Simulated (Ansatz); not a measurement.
CuI in the zinc blende structure (space group F-43m, No. 216)

```
CuI
1.0
    0.00000     3.01141     3.01141
    3.01141     0.00000     3.01141
    3.01141     3.01141     0.00000
Cu I
1 1
Direct
  0.00000   0.00000   0.00000
  0.25000   0.25000   0.25000
```

Level of theory: Kohn–Sham DFT with the r2SCAN functional, run in Ansatz (a first-principles code) with PAW and 500 eV plane waves, no spin-orbit coupling. k-mesh 10×10×10 (Γ-centred); smearing 0.05 eV (Fermi–Dirac).

| Item | Value |
|---|---|
| Volume per atom | 27.31 Å³ |
| Density | 5.79 g/cm³ |
| Band gap | 1.67 eV, direct at Γ |
| Electron mass | 0.18 mₑ |
| Hole mass (degenerate bands, along [100]) | 0.29, 0.71, 0.71 mₑ |
| Lowest conduction-band minima above the VBM | Γ 1.67 eV; L along ⟨111⟩ 2.57 eV; X along ⟨100⟩ 2.90 eV |
| Total energy | -7079.823 eV/atom (σ→0; compares only within this code and set-up) |

With I present, leaving out spin-orbit coupling can change the band edges. Masses are band curvatures over ±0.01 Å⁻¹ around the edge. No phonon test of stability was made. The final runs are not spin-polarised.
